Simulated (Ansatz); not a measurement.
We consider A15 Nb3Sn (cubic form, which distorts at low temperature), described by PBEsol in Ansatz (plane waves, PAW).

Input file:

Ansatz 0.2 input:
```yaml
crystal:
  lattice:
    - [5.3277163123, 0.0, 0.0]
    - [0.0, 5.3277163123, 0.0]
    - [0.0, 0.0, 5.3277163123]
  atoms:
    - { symbol: Nb, position: [0.25, 0.0, 0.5] }
    - { symbol: Nb, position: [0.5, 0.25, 0.0] }
    - { symbol: Nb, position: [0.5, 0.75, 0.0] }
    - { symbol: Nb, position: [0.75, 0.0, 0.5] }
    - { symbol: Nb, position: [0.0, 0.5, 0.75] }
    - { symbol: Nb, position: [0.0, 0.5, 0.25] }
    - { symbol: Sn, position: [0.5, 0.5, 0.5] }
    - { symbol: Sn, position: [0.0, 0.0, 0.0] }
basis:
  ecutwfc: 520
  ecutrho_ratio: 4
  xc_grid: 2
kpoints:
  mp_grid: { grid: [10, 10, 10] }
hamiltonian:
  xc: pbesol
  dispersion: none
  pseudopotentials: { kind: paw }
scf:
  occupations: { method: fermi_dirac, width: 0.05 }
  convergence: { dr2_threshold: 0.0000000008 }
output:
  forces: true
  stress: true
  eigenvalues: true
```

From the output:

```
Crystal: 8 atoms, lattice volume = 151.225 Å³
Basis set: ecut = 520 eV, 4067 PW (Γ), exchange–correlation on 80×80×80 points (8 copies of the dense FFT grid, shifted against one another)
Bands: 64, of which v1, the nominal top of the filled ones, is band 53 counted from 1 (52 counted from 0)
Symmetry: 48 space group operations
Space group: Pm-3n (ITA 223), of the structure as read, at distance tolerance 5.3e-5 Å
k-points: 56 of 1000
Functional: x = pbesol(κ = 0.804, μ = 0.12345679012345678), c = pbesol(β = 0.046)
SCF iter   1: F=—  HF=-38873.949984 eV  |F-HF|=—  |Δ(HF+E_count)|=         —  Δρ=6.37e-3  dr2=5.89e-2
SCF iter   2: F=—  HF=-38873.936202 eV  |F-HF|=—  |Δ(HF+E_count)|=   1.38e-2  Δρ=3.34e-3  dr2=1.73e-2
  ...
SCF iter   6: F=—  HF=-38873.930422 eV  |F-HF|=—  |Δ(HF+E_count)|=   3.89e-8  Δρ=2.78e-6  dr2=8.37e-9
SCF iter   7: F=-38873.930422 eV  HF=-38873.930422 eV  |F-HF|=6.69e-10  |Δ(HF+E_count)|=   1.44e-9  Δρ=7.64e-7  dr2=7.56e-10
SCF 1 converged in 7 iterations: F = -38873.930422 eV  dr2 = 7.56e-10
SCF converged after 7 iterations
Free energy (F): -38873.930422 eV
Internal energy: -38873.817435 eV  (E = F + TS)
E sigma→0 (E₀):  -38873.873929 eV
Fermi energy:    16.630918 eV
--- Forces (eV/Å), atoms counted from 1 ---
  atom   1  Nb    -0.00000000     0.00000000     0.00000000
  atom   2  Nb     0.00000000     0.00000000     0.00000000
  atom   3  Nb    -0.00000000     0.00000000     0.00000000
  atom   4  Nb    -0.00000000    -0.00000000     0.00000000
  atom   5  Nb     0.00000000    -0.00000000    -0.00000000
  atom   6  Nb     0.00000000     0.00000000    -0.00000000
  atom   7  Sn     0.00000000     0.00000000    -0.00000000
  atom   8  Sn    -0.00000000     0.00000000     0.00000000
--- Stress (GPa, compression-positive) ---
       -6.341881       0.000000      -0.000000
        0.000000      -6.341881       0.000000
        0.000000       0.000000      -6.341881
  P = ⅓ Tr σ = -6.3419 GPa (-63.419 kbar)
```

The cell is one volume of an energy–volume scan, off the minimum.

The PAW data were made under PBE.

Note: symmetry holds this phase in the static calculation, where it need not be a minimum.

Ansatz is a program for electronic structure.
